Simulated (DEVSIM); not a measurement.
Structure: illuminated Si n-on-p cell, one wavelength, at 300 K.

```csv
layer (left to right),material,thickness (μm),Nd (cm⁻³),Na (cm⁻³),τn (s),τp (s),absorption coefficient (cm⁻¹)
1,Si,0.490,1.8e18,-,2.7e-6,1e-5,1100
2,Si,150,-,3.9e16,1.7e-5,1.7e-5,1100
```

Left contact: ohmic, minority hole recombination velocity 60000 cm/s. Right contact: ohmic, minority electron recombination velocity 70 cm/s. Voltage is applied to the left contact. Recombination: SRH at mid-gap, radiative, Auger. Gap narrowing is on: ΔEg = 6.92 meV × (l + √(l² + 0.5)), l = ln(N/1.3e17 cm⁻³), shared equally by both band edges. Light enters at the left, 2.4e16 photons cm⁻² s⁻¹, one pass, no reflection. Mobility is μmin + (μ − μmin)/(1 + (N/Nref)^α).

The device is made up for the run: typed textbook-type constants, with dimensions and the other settings drawn at random. Values at 300 K.

```tsv
parameter	Si
gap (eV)	1.124
affinity (eV)	4.05
permittivity	11.7
Nc (cm⁻³)	2.86e19
Nv (cm⁻³)	3.1e19
μn (cm²/Vs)	1417
μp (cm²/Vs)	470
μn,min	52
μp,min	45
Nref,n	9.7e16
Nref,p	2.2e17
αn	0.68
αp	0.72
B (cm³/s)	4.7e-15
Cn (cm⁶/s)	2.8e-31
Cp (cm⁶/s)	9.9e-32
```

Model (solved in DEVSIM): 1D drift-diffusion, Boltzmann statistics, complete ionisation; no tunnelling, impact ionisation, image-force lowering or self-heating.

The minority lifetime in layer 2 was swept, all else fixed.

```csv
minority lifetime in layer 2 (s),open-circuit voltage (V),fill factor,short-circuit current (mA/cm²),dark forward voltage at 1 A/cm² (V)
5.1e-7,0.524,0.81,3.06,0.683
1.7e-6,0.537,0.81,3.36,0.691
5.1e-6,0.547,0.81,3.56,0.698
1.7e-5,0.555,0.82,3.70,0.706
5.1e-5,0.559,0.82,3.75,0.710
0.00017,0.561,0.82,3.78,0.712
0.00051,0.561,0.82,3.78,0.712
```

From the first row to the last the open-circuit voltage goes from 0.524 to 0.561. From the first row to the last the fill factor goes from 0.81 to 0.82.
